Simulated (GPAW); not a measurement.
A self-consistent single point of TiAl (P1, 2 atoms in the cell) with GPAW.

Method: PBE, GPAW PAW datasets PBE (gpaw-data 1.0.1) (plane waves; GPAW 25.7.0).

The change in words: lattice scaled by 0.98. Reference geometry:
```
CELL_PARAMETERS angstrom
      2.83000     0.00000     0.00000
      0.00000     2.83000     0.00000
      0.00000     0.00000     4.07000
ATOMIC_POSITIONS crystal
  Ti 0.00372 0.98463 0.01185
  Al 0.49628 0.51537 0.48815
```

Reference input (self-consistent single point, DFT PBE, plane waves, GPAW PAW datasets PBE (gpaw-data 1.0.1)): mode = pw; ecut = 800 eV; xc = PBE; kpts = 8 8 6; mesh shift (steps) = 0 0 0; occupations.name = fermi-dirac; occupations.width = 0.136 eV; nbands = -10; convergence.density = 1e-05 e/electron; convergence.energy = 1e-05 eV/electron; symmetry.symmorphic = false; symmetry.tolerance = 0.0005. This run's input differs from it in these lines:

```diff
@@ -5,5 +5,5 @@
 atoms = Atoms(['Ti', 'Al'],
-              cell=[[2.830000, 0.000000, 0.000000],
-                    [0.000000, 2.830000, 0.000000],
-                    [0.000000, 0.000000, 4.070000]],
+              cell=[[2.773400, 0.000000, 0.000000],
+                    [0.000000, 2.773400, 0.000000],
+                    [0.000000, 0.000000, 3.988600]],
               scaled_positions=[[0.003717, -0.015370, 0.011852],
```

Log, with long lists cut:

```
     iter     time        total  log10-change:
                         energy   eigst   dens
iter:   1 --:--:--   -11.326424
iter:   2 --:--:--   -11.293151   -1.46  -1.23
iter:   3 --:--:--   -11.264211   -1.20  -1.25
iter:   4 --:--:--   -11.149027   -2.24  -1.64
iter:   5 --:--:--   -11.167992   -2.55  -1.67
iter:   6 --:--:--   -11.162920   -2.36  -1.95
iter:   7 --:--:--   -11.154031   -3.32  -1.94
iter:   8 --:--:--   -11.155280   -3.69  -2.63
iter:   9 --:--:--   -11.153740   -3.68  -2.54
iter:  10 --:--:--   -11.153678   -5.48  -3.27
iter:  11 --:--:--   -11.153703c  -5.60  -3.23
iter:  12 --:--:--   -11.153713c  -6.27  -3.33
iter:  13 --:--:--   -11.153697c  -6.18  -3.39
iter:  14 --:--:--   -11.153702c  -7.37  -3.59
iter:  15 --:--:--   -11.153709c  -6.61  -3.65
iter:  16 --:--:--   -11.153698c  -7.06  -3.83
iter:  17 --:--:--   -11.153697c  -7.93c -3.91
iter:  18 --:--:--   -11.153699c  -7.20  -3.98
iter:  19 --:--:--   -11.153698c  -8.20c -4.09
iter:  20 --:--:--   -11.153697c  -7.92c -4.14
iter:  21 --:--:--   -11.153698c  -9.12c -4.26
iter:  22 --:--:--   -11.153695c  -7.66c -4.30
iter:  23 --:--:--   -11.153695c  -8.96c -4.85
iter:  24 --:--:--   -11.153693c  -8.40c -4.93
iter:  25 --:--:--   -11.153693c  -9.77c -5.38c
Converged after 25 iterations.

Dipole moment: (-0.171165, 0.703740, -0.991796) |e|*Ang

Energy contributions relative to reference atoms: (reference = -29827.437547)

Kinetic:        +17.861516
Potential:      -14.031755
External:        +0.000000
XC:             -14.916126
Entropy (-ST):   -0.105590
Local:           -0.014533
SIC:             +0.000000
--------------------------
Free energy:    -11.206488
Extrapolated:   -11.153693

Showing only first 2 kpts
 Kpt  Band  Eigenvalues  Occupancy
  0     5      6.55569    2.00000
  0     6      7.61530    1.99795
  0     7      8.31200    1.70607
  0     8     10.85130    0.00000

  1     5      5.63641    2.00000
  1     6      7.65970    1.99716
  1     7      8.68347    0.54865
  1     8     10.74773    0.00000

Fermi level: 8.55117

No gap
No difference between direct/indirect transitions
Energy (eV): -11.153693

Forces in eV/Ang:
  0 Ti   -0.11025    0.45025   -0.70560
  1 Al    0.11025   -0.45031    0.70543

Stress tensor:
    -0.052820     0.000424    -0.001228
     0.000424    -0.051667     0.005010
    -0.001228     0.005010    -0.051241
Stress (GPa, Voigt): [-8.4627 -8.278  -8.2096  0.8027 -0.1968  0.068 ]
```

The run converged in 25 iterations. GPAW prints stress with tension positive. Against the reference run the free energy rises by 26.6 meV/atom, the pressure goes from 0.52 to 8.32 GPa and the largest force goes from 0.702 to 0.844 eV/Å.

The starting cell has typed, rounded lattice constants, without a prior relaxation at this level. Its atoms were displaced at random from the sites of space group no. 123. For this run, on top of that: lattice scaled by 0.98. Spin polarisation is off. With a pressure of about 8 GPa the cell is away from its equilibrium volume at this level.

Cost on one core of a shared machine: roughly 3 min.
